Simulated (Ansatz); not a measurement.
Here is the system:

```
CELL_PARAMETERS angstrom
      4.00919     0.00000     0.00000
      0.00000     4.00919     0.00000
      0.00000     0.00000     4.00919
ATOMIC_POSITIONS crystal
  Ba 0.00000 0.00000 0.00000
  Ti 0.50000 0.50000 0.50000
  O  0.00000 0.50000 0.50000
  O  0.50000 0.50000 0.00000
  O  0.50000 0.00000 0.50000
```

No spin polarisation.

Method: r2SCAN in Ansatz (plane waves to 500 eV, PAW, no spin-orbit coupling). k-mesh 8×8×8 (Γ-centred); smearing 0.05 eV (Fermi–Dirac).

Task: Predict the smallest direct gap and gap character.

Result: 
* **Smallest direct gap**: 2.26 eV
* **Gap character**: indirect, R → Γ

Load acts through the strain it causes; cell and atoms are relaxed under it. No phonon test of stability was made. All final runs are without spin polarisation. The cell was made from BaTiO$_{3}$ in the cubic perovskite structure (space group Pm-3m, No. 221) by this change: pressure −2 GPa. Many cubic perovskites are stable only at high temperature; tilts and polar distortions were not tested. This is not the structure that BaTiO3 has at room temperature and ambient pressure.

Ansatz is a program for electronic structure.
